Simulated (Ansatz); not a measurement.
The reference is ZrO2 (space group P4_2/nmc, No. 137; a = 3.5844 Å, c = 5.1771 Å). Axes: x, y, z lie along a, b, c of the conventional cell.

Modification: uniaxial stress, 2 GPa tension along z, with the cell and atoms free to relax against it.

Levels (all Ansatz, a quantum-chemistry and plane-wave program, PAW): PBEsol (420 eV, spin-orbit coupling left out); r2SCAN (500 eV, spin-orbit coupling left out).

The geometry is relaxed with PBEsol.

| Property | Result |
|---|---|
| PBEsol lowest conduction level above the VBM at special points | Γ 4.05 eV; X 4.46 eV; R 4.56 eV; Z 4.61 eV |
| PBEsol pressure | -0.67 GPa |
| PBEsol smallest direct gap | 4.13 eV |

How does going to r2SCAN change the lowest conduction level above the VBM at special points, pressure and smallest direct gap?

The lowest conduction level above the VBM at special points goes from Γ 4.05 eV; X 4.46 eV; R 4.56 eV; Z 4.61 eV to Γ 4.66 eV; X 5.04 eV; R 5.13 eV; Z 5.21 eV; the pressure increases by 3.494 GPa to 2.83 GPa; the smallest direct gap rises by 0.61 eV to 4.74 eV.

Single points use the geometry relaxed with PBEsol. Their cutoffs differ, which shifts pressures a little. Load acts through the strain it causes; cell and atoms are relaxed under it. Stability under load was not tested beyond the relaxation. This is not the structure that ZrO2 has at room temperature and ambient pressure.
